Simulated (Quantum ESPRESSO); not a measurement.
Quantum ESPRESSO 7.5, DFT, PBE, plane waves, PseudoDojo 0.5 standard norm-conserving PBE (local tails restored to the Coulomb form): rock-salt NaCl, 2 atoms. Basis and mesh were picked for this test and aren't claimed converged.

```fortran
&CONTROL
  calculation = 'scf'
  pseudo_dir = './pseudo'
  outdir = './out'
  tprnfor = .true.
  tstress = .false.
  disk_io = 'low'
/
&SYSTEM
  ibrav = 0
  nat = 2
  ntyp = 2
  ecutwfc = 88.0
  ecutrho = 352.0
  occupations = 'fixed'
/
&ELECTRONS
  conv_thr = 1e-12
/
ATOMIC_SPECIES
Na 22.9898 Na.upf
Cl 35.4500 Cl.upf
CELL_PARAMETERS angstrom
  0.000000000000   2.820000000000   2.820000000000
  2.820000000000   0.000000000000   2.820000000000
  2.820000000000   2.820000000000   0.000000000000
ATOMIC_POSITIONS crystal
Na   0.000000000000   0.000000000000   0.000000000000
Cl   0.500000000000   0.500000000000   0.500000000000
K_POINTS automatic
8 8 8 0 0 0
```

```fortran
phonons
&INPUTPH
  outdir = './out'
  tr2_ph = 1e-14
/
0 0 0
```

The program reports k-points computed: 29.

It runs on a single node (AMD EPYC (Zen 5), 96 cores on 1 socket, no SMT, 12 L3 cache groups; 94 cores' worth of CPU time may be used).

Wall times, medians of two to five repeats, each run alone on the node (launch to exit). Unless noted, each process is bound to its own block of adjacent cores. The times hold for this build (conda-forge: Open MPI 5.0, OpenMP, OpenBLAS 0.3.34 (pthreads), FFTW, ScaLAPACK, ELPA). Scratch files lie in a memory file system. A preparatory run goes ahead and isn't timed.

Started as
```bash
# ahead of the timed run: OMP_NUM_THREADS=1 mpirun -np 24 pw.x -nk 12 -in first.in
OMP_NUM_THREADS=1 mpirun -np 24 ph.x -nk 12 -in ph.in
```
(24 ranks, tr2_ph = 1e-14) it takes 8.8 s and 12 response iterations (all representations).

Question: Predict the time once the run is changed to tr2_ph = 1e-10.

Answer: About 6.0 s (3 runs within 1 %): 1.5× as fast. The largest move is in solving the linear systems (cgsolve): 4.5 s to 2.9 s. Response iterations (all representations) go from 12 to 8. Change in the result: frequencies (largest shift) 56 cm⁻¹, the acoustic modes at q = 0 (no sum rule applied; largest shift) 130 cm⁻¹.
